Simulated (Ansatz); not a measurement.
Here is the system:

End structure of a constructed model of the (111) surface of fcc Rh, a pseudomorphic layer of Re in the host's stacking (bottom of the slab: a bare face, its two planes held):

```yaml
crystal:
  lattice:
    - [2.70822, 0.00000, 0.00000]
    - [-1.35411, 2.34539, 0.00000]
    - [0.00000, 0.00000, 30.00000]
  atoms:
    - { symbol: Rh, position: [0.33333, 0.66667, 0.27208] }
    - { symbol: Rh, position: [0.66667, 0.33333, 0.34579] }
    - { symbol: Rh, position: [0.00000, 0.00000, 0.41887] }
    - { symbol: Rh, position: [0.33333, 0.66667, 0.49274] }
    - { symbol: Rh, position: [0.66667, 0.33333, 0.56643] }
    - { symbol: Rh, position: [0.00000, 0.00000, 0.64308] }
    - { symbol: Re, position: [0.33333, 0.66667, 0.71372] }
```

Slab: 7 atoms, 13.7 Å thick at the start with caps and adatoms (thin: gaps and levels are the slab's own); k 16x16x1, smearing 0.1 eV, dipole-corrected; 2 atoms held, the rest relaxed; start symmetry kept, larger cells not searched; no spin, no spin-orbit, no U. In PBE it lies 0.04 eV a 1x1 cell over the lowest computed structure of the same composition (a pseudomorphic layer of Re in the other hollow).

### Question
Predict the work function of the top face from PBE run with Ansatz (a program for electronic structure).

### Answer
5.44 eV
